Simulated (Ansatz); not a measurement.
Start from SrO in the rock salt structure (space group Fm-3m, No. 225; a = 5.122 Å).

Structures relaxed with Ansatz (a quantum-chemistry and plane-wave program) PBEsol, without spin-orbit coupling.

Base:

Simulated powder pattern, Cu Kα1, λ = 1.54056 Å (kinematic, ideal powder, no thermal factors, no anomalous dispersion; the 10 strongest lines at most, above 2 %, up to 2θ = 90°):

| 2θ (°) | I/Imax (%) | hkl |
|---|---|---|
| 30.19 | 90 | (111) |
| 35.01 | 100 | (200) |
| 50.34 | 67 | (220) |
| 59.83 | 42 | (311) |
| 62.79 | 22 | (222) |
| 73.95 | 10.0 | (400) |
| 81.91 | 18 | (331) |
| 84.52 | 28 | (420) |

After one change:

Simulated powder pattern, Cu Kα1, λ = 1.54056 Å (kinematic, ideal powder, no thermal factors, no anomalous dispersion; the 10 strongest lines at most, above 2 %, up to 2θ = 90°):

```tsv
2θ (°)	I/Imax (%)
31.11	91
36.08	100
51.94	66
61.79	42
64.87	22
76.53	9.9
84.89	18
87.64	29
```

Name the change that was made.
(A) pressure 0.3 GPa
(B) pressure 10 GPa
(C) pressure 3 GPa
(D) pressure 5 GPa

B, pressure 10 GPa. Its volume per atom is 15.39 Å³ against 16.80 Å³, and its space group is Fm-3m (No. 225).

Load acts through the strain it causes; cell and atoms are relaxed under it. Stability against distortions was not tested. No other phases were tried under pressure.
